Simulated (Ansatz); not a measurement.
Base system: TiAl (space group P4/mmm, No. 123; a = 2.7973 Å, c = 4.0323 Å).

Calculations: Ansatz (an electronic-structure program), PBEsol, PAW, cutoff 420 eV, no SOC.

For the base:

The shortest interatomic distance comes out as 2.797 Å and the density is 3.94 g/cm³.

The change: every Al is replaced by Y, then cell and atoms are relaxed.

Tabulated Pauling electronegativity and covalent radius: Al 1.61, 1.21 Å; Y 1.22, 1.90 Å.

Question: How does this affect the shortest interatomic distance and density?

Answer: The shortest interatomic distance rises by 0.3734 Å to 3.171 Å; the density rises by 1.03 g/cm³ to 4.97 g/cm³.

Stability against distortions was not tested. As relaxed here, YTi is a hypothetical phase, not in the database extracts checked. The final runs are not spin-polarised. An odd electron count without spin: YTi and TiAl.
